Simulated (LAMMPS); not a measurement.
LAMMPS 22 Jul 2025, classical MD, EAM (W_zhou.eam.alloy): W, 62079 atoms.

```text
units metal
atom_style atomic
read_data unit.data
replicate 40 40 40
pair_style eam/alloy
pair_coeff * * W_zhou.eam.alloy W
region ball sphere $(lx/2) $(ly/2) $(lz/2) $(lx/2.05) side out units box
delete_atoms region ball
change_box all x delta 0.0 $(lx) y delta 0.0 $(ly) z delta 0.0 $(lz) units box
velocity all create 1600 4928 dist gaussian loop geom
fix 1 all nve
fix 2 all langevin 800 800 0.08 9876 zero yes
timestep 0.002
thermo 100
run 300
reset_timestep 0
write_restart start.rst
```

```text
read_restart start.rst
pair_style eam/alloy
pair_coeff * * W_zhou.eam.alloy W
neighbor 2.0 bin
neigh_modify every 1 delay 0 check yes
fix 1 all nve
timestep 0.002
thermo_style custom step temp pe etotal press
thermo_modify format float %.10g
thermo 100
group probe id 1:48
dump probe probe custom 1000000 forces.txt id fx fy fz
dump_modify probe sort id format float %.8g
run 500
```

```bash
# ahead of the timed run: OMP_NUM_THREADS=1 mpirun -np 48 lmp -in in.warm -log none -nocite
OMP_NUM_THREADS=1 mpirun -np 64 lmp -in in.lmp -log log.lammps -nocite
```

Hardware: Arm Neoverse V2, 96 cores on 1 socket, no SMT, 1 L3 cache group.

On 64 ranks this takes 10 s. Wall times, medians of two to five repeats, each run alone on the node (launch to exit). Unless noted, each process is bound to its own block of adjacent cores. The times hold for this build (PyPI wheel: MPICH, OPENMP and OPT packages). Scratch files lie in a memory file system. A preparatory run goes ahead and isn't timed.

Question: Speed this job up; the result has to stay within 1.0 meV/atom in energy, 10 meV/Å in forces on 48 atoms, 0.20 meV an atom in drift of the total energy. Keep to 64 cores.

Answer: One answer among several that fit: going from processors = * * * (default) to processors = 64 1 1, one of the fastest of the measured ones that keep the result.

```diff
+processors 64 1 1
```

Time: 10 s to 4.2 s (2.4× as fast). The largest move is in other (Other): 6.3 s to 2.0 s. The slowest rank's pair time is 3.56 times the mean in the first run and 2.43 times in the second; the others wait. What the program resolved moves too: grid of ranks from 4 by 4 by 4 to 64 by 1 by 1. These two results differ by: energy equal as printed, forces on 48 atoms equal as printed, drift of the total energy equal as printed. Others tried: processors = 1 1 64 (4.5 s); processors = * * 1 (9.2 s); processors = 8 8 1 (9.2 s); processors = 4 4 4 (10 s). 1 planned setting was not run, for want of time.
